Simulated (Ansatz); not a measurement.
Input:

End structure of Cl on the 1x1 (111) surface of fcc Pd, one in a 2x2 cell, started at the site 'hollow Pd-Pd-Pd over Pd at depth 4.5 Å':

```
CELL_PARAMETERS angstrom
      5.57722     0.00000     0.00000
     -2.78861     4.83001     0.00000
      0.00000     0.00000    26.00000
ATOMIC_POSITIONS crystal
  Pd 0.16667 0.33333 0.36893
  Pd 0.16667 0.83333 0.36893
  Pd 0.66667 0.33333 0.36893
  Pd 0.66667 0.83333 0.36893
  Pd 0.33333 0.16667 0.45653
  Pd 0.33333 0.66667 0.45653
  Pd 0.83333 0.16667 0.45653
  Pd 0.83333 0.66667 0.45653
  Pd 0.00085 0.00043 0.54299
  Pd 0.00000 0.50000 0.54584
  Pd 0.49957 0.00043 0.54299
  Pd 0.49957 0.49915 0.54299
  Pd 0.16324 0.33676 0.63183
  Pd 0.16324 0.82647 0.63183
  Pd 0.67353 0.33676 0.63183
  Pd 0.66667 0.83333 0.62938
  Cl 0.33333 0.16667 0.70152
```

Slab: 17 atoms, 6.8 Å thick at the start under the adsorbate (thin: gaps and levels are the slab's own); k 6x6x1, smearing 0.1 eV, dipole-corrected; 8 atoms held, the rest relaxed; symmetry of the start imposed; no spin, no spin-orbit, no U, no dispersion correction. At the end it is bonded to 3 Pd. In PBE it is, or lies within 0.03 eV of, the lowest of the starts that converged.

A negative adsorption energy means that the adsorbate is more stable on the surface than in its reference.

Estimate the change of the work function that Ansatz (a first-principles code) with PBE returns for this input.

0.19 eV

Estimate the change of the step from the bottom to the top vacuum level, against the clean slab that PBE returns for this input.

0.21 eV

What work function of the top face does PBE give?

5.42 eV

What is the computed adsorption energy against ½ Cl2(g) (PBE)?

-1.65 eV
